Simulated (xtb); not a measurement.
xtb 6.7.1, GFN1-xTB: CSc1cc2cc3sc(-c4ccc(C(C)(C)C)[se]4)cc3cc2s1, 41 atoms. The geometry is a generated start, not checked to be a minimum at this level.

| Quantity | Result |
|---|---|
| run flags | --grad |
| method | GFN1-xTB |
| --acc | 1 (default) |
| --etemp (K) | 300 (default) |
| basis functions | 152 |
| valence electrons | 118 |

One run each on 1 thread. Values of broydamp tried: 0.02, 0.05, 0.1, 0.2, 0.4 (default), 0.6, 0.8, 1.

**Question.** Which value of broydamp needs the fewest SCC iterations, and what happens away from it?

**Answer.** Fewest SCC iterations, within one of each other: 0.2 with 12, 0.4 (default) with 12, 0.6 with 13. The count rises to 19 at 0.02. All converge to one solution.

| broydamp | SCC iterations | end |
|---|---|---|
| 0.02 | 19 | same solution |
| 0.05 | 17 | same solution |
| 0.1 | 15 | same solution |
| 0.2 | 12 | same solution |
| 0.4 (default) | 12 | same solution |
| 0.6 | 13 | same solution |
| 0.8 | 14 | same solution |
| 1 | 16 | same solution |
